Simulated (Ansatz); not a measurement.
The parent structure is SnTe in the rock salt structure (space group Fm-3m, No. 225; a = 6.370 Å). Axes: x, y, z lie along the cube axes.

All numbers come from Ansatz (an electronic-structure program) r2SCAN, without spin-orbit coupling.

Strains are applied to the cell and any free atomic positions relax.

One change was made to it. Results:

The band gap changes from 0.13 eV to zero; the energy goes up by 2.2 meV/atom; the pressure (mean of the normal stresses, compression positive) remains 0.0 GPa.

Problem. Which of these changes matches the shifts?
A) tensor shear ε_xy = +0.57 %
B) tensor shear ε_xy = +0.86 %
C) tensor shear ε_xy = +0.29 %
D) tensor shear ε_xy = +1.71 %

Solution. D, tensor shear ε_xy = +1.71 %. For comparison, the energy relative to the base in the other runs: tensor shear ε_xy = +0.86 % gives +0.5 meV/atom; tensor shear ε_xy = +0.57 % gives +0.2 meV/atom; tensor shear ε_xy = +0.29 % gives +0.1 meV/atom.

With Te present, leaving out spin-orbit coupling can change the band edges. Stability against distortions was not tested. All final runs are without spin polarisation. Gaps under 0.05 eV, about the width of the smearing, are given as zero. The zero or small gap of SnTe can change with the level of theory.
